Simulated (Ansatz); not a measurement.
Results of r²SCAN+rVV10 (Ansatz, an electronic-structure program, PAW) for Al2O3 (Cmc2₁, No. 36, 10 atoms in the cell; start mp-754401; a measured phase of this formula has another space group).

Run with plane-wave cutoff 560 eV, 8×8×8 k mesh, Fermi–Dirac smearing 0.01 eV, scalar-relativistic PAW data made under PBE.

Cell (relaxed at this level):

```yaml
crystal:
  lattice:
    - [4.83021, -2.74193, 0.00000]
    - [4.83021, 2.74193, 0.00000]
    - [0.00000, 0.00000, 4.91091]
  atoms:
    - { symbol: Al, position: [0.99470, 0.67045, 0.43126] }
    - { symbol: Al, position: [0.00530, 0.32955, 0.93126] }
    - { symbol: Al, position: [0.32955, 0.00530, 0.43126] }
    - { symbol: Al, position: [0.67045, 0.99470, 0.93126] }
    - { symbol: O, position: [0.77581, 0.22419, 0.99325] }
    - { symbol: O, position: [0.22419, 0.77581, 0.49325] }
    - { symbol: O, position: [0.90098, 0.66004, 0.08597] }
    - { symbol: O, position: [0.09902, 0.33996, 0.58597] }
    - { symbol: O, position: [0.33996, 0.09902, 0.08597] }
    - { symbol: O, position: [0.66004, 0.90098, 0.58597] }
```

Task: Predict the band gap.

Result: 
* **band gap**: 4.93 eV (direct)

Computed values are for the static lattice.

It cost around 90 core-seconds (rough) of CPU time.

A start named mp-… is a Materials Project structure, which need not be a measured phase.
